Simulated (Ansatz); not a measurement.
# CdSe: band gap against strain

CdSe (zinc blende, F-43m, 28.116 Å³/atom at rest) under an equal strain ε in the (111) plane with the normal axis free, as in a coherent film. PBEsol in Ansatz, a plane-wave DFT program (PAW, default set), 420 eV, 9×9×9 Γ-centred mesh, Fermi-Dirac smearing 0.05 eV; ions are relaxed within the symmetry of each cell. Gaps are the smallest over the k-mesh and a band path, without spin-orbit coupling; in all rows the valence edge lies at Γ and the conduction edge at Γ.

Here s stands for strain and Eg for gap.

| strain (%) | gap (eV) |
|---|---|
| -2.50 | ? |
| -1.25 | 0.466 |
| -0.83 | 0.473 |
| -0.42 | 0.478 |
| 0.00 | 0.481 |

The 4 complete rows are fitted with a straight line, Eg against s. Means: s -0.62500, Eg 0.4745. About the means, the sum of products is 0.010400 and the sum of squares of s is 0.86530; the slope is their ratio. Least squares gives Eg = 0.4820 + 0.01202·s. Residuals (row less fit): -0.0010, 0.0010, 0.0010, -0.0010; standard error 0.0014 (degrees of freedom: 2). Over these rows the gap moves by 1.2 ± 0.2 eV per unit strain.

Task: What does the fit predict for Eg at s = -2.50, and how far is the calculated value from it?

Result: Eg = 0.4820 + 0.01202 × (-2.50) = 0.4519 eV. The calculation gives 0.431 eV, 0.0209 eV below the prediction (41.8 % of the range of Eg in the table). The row lies outside the fitted rows, so this is an extrapolation. From the scatter of the fitted rows alone, a prediction at this place has a standard error of 0.0033 eV, so the miss is 6.3 times that.

One order more, fitted to all 7 runs of the series, follows each within 0.001, so the miss is the next term of a smooth law. CdSe stands in this structure, whereas wurtzite is the usual form. Spin-orbit coupling is left out, which can shift this property for CdSe. Rows are the converged runs of the series near zero and its far end; series whose fitted rows scatter by over a few per cent of the range, as at a crossing or softening among them, aren't shown in this form. Most that stay on the fit to the last digits aren't either.
